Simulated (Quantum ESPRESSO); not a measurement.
Quantum ESPRESSO run on Mg (P6_3/mmc, 4 atoms in the cell): self-consistent single point.

Level of theory: PBE, SSSP 1.1.2 efficiency (PBE) pseudopotentials (plane waves; Quantum ESPRESSO).

The change in words: lattice scaled by 0.98. Reference geometry:
```
Mg
1.0
    3.15713     0.00000     0.00000
   -1.57857     2.73416     0.00000
    0.00000     0.00000    10.25488
Mg
4
Cartesian
  0.00000   0.00000   0.00000
  0.00000   0.00000   5.12744
  0.00000   1.82277   2.56372
  1.57857   0.91139   7.69116
```

Reference input (self-consistent single point, DFT, PBE, plane waves, SSSP 1.1.2 efficiency (PBE) pseudopotentials): ecutwfc = 35 Ry; ecutrho = 280 Ry; occupations = smearing; smearing = gauss; degauss = 0.0099958 Ry; potentials = {Mg: Mg.pbe-n-kjpaw_psl.0.3.0.UPF}; K_POINTS = automatic 8 8 3 0 0 0; conv_thr = 1e-11 Ry. This run's input differs from it in these lines:

```diff
@@ -9,4 +9,4 @@
    ibrav = 4,
-   celldm(1) = 5.966117238,
-   celldm(3) = 3.24816283972,
+   celldm(1) = 5.846794744,
+   celldm(3) = 3.24816281295,
    nat = 4,
```

Output (repeated stretches shortened):

```
     Self-consistent Calculation

     iteration #  1     ecut=    35.00 Ry     beta= 0.70

     Threshold (ethr) on eigenvalues was too large:
     Diagonalizing with lowered threshold

     total energy              =    -134.46251555 Ry
     estimated scf accuracy    <       0.01223452 Ry

     iteration #  2     ecut=    35.00 Ry     beta= 0.70

     total energy              =    -134.46269999 Ry
     estimated scf accuracy    <       0.00114279 Ry

     iteration #  3     ecut=    35.00 Ry     beta= 0.70

     total energy              =    -134.46321388 Ry
     estimated scf accuracy    <       0.00000128 Ry

   [... 4 blocks of this kind left out ...]

     iteration #  8     ecut=    35.00 Ry     beta= 0.70

     total energy              =    -134.46336220 Ry
     estimated scf accuracy    <          4.5E-10 Ry

     iteration #  9     ecut=    35.00 Ry     beta= 0.70
     End of self-consistent calculation

     the Fermi energy is     4.3032 ev

!    total energy              =    -134.46336220 Ry
     estimated scf accuracy    <          2.0E-12 Ry
     smearing contrib. (-TS)   =      -0.00103643 Ry
     internal energy E=F+TS    =    -134.46232577 Ry

     convergence has been achieved in   9 iterations

     Forces acting on atoms (cartesian axes, Ry/au):

     atom    1 type  1   force =    -0.00000000   -0.00000000    0.00000000
   [... zero for the other atoms too ...]

     Total force =     0.000000     Total SCF correction =     0.000000

          total   stress  (Ry/bohr**3)                   (kbar)     P=       43.20
   0.00030425  -0.00000000  -0.00000000           44.76       -0.00       -0.00
  -0.00000000   0.00030425   0.00000000           -0.00       44.76        0.00
  -0.00000000   0.00000000   0.00027246           -0.00        0.00       40.08

   JOB DONE.
```

The run converged in 9 iterations. Against the reference run the free energy rises by 22.9 meV/atom and the pressure goes from 1.45 to 4.32 GPa.

The starting cell comes from a database of computed structures (which also holds hypothetical and non-ambient phases and stackings), without a prior relaxation at this level. Its lattice was rescaled by a random factor within 2.5 % of one. For this run, on top of that: lattice scaled by 0.98. With a pressure of about 4 GPa the cell is away from its equilibrium volume at this level.
